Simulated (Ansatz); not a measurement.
The reference is InAs in the zinc blende structure (space group F-43m, No. 216; a = 6.1863 Å).

The values are results of Kohn–Sham DFT with the PBE functional, run in Ansatz (a first-principles code) with PAW and 420 eV plane waves, scalar-relativistic without spin-orbit coupling, not measurements.

For the base:

- Pressure: 0.0 GPa
- Band gap: zero

Perturbation: the cell is scaled by 1.0100 in all directions, atoms relaxed at fixed cell.

Predict the new energy relative to the base, pressure and band gap.

The energy goes up by 3.8 meV/atom; the pressure goes from zero to -1.3 GPa; the band gap is still zero.

The cells carry an imposed strain or load. No phonon test of stability was made. All final runs are without spin polarisation. The zero or small gap of InAs can change with the level of theory.
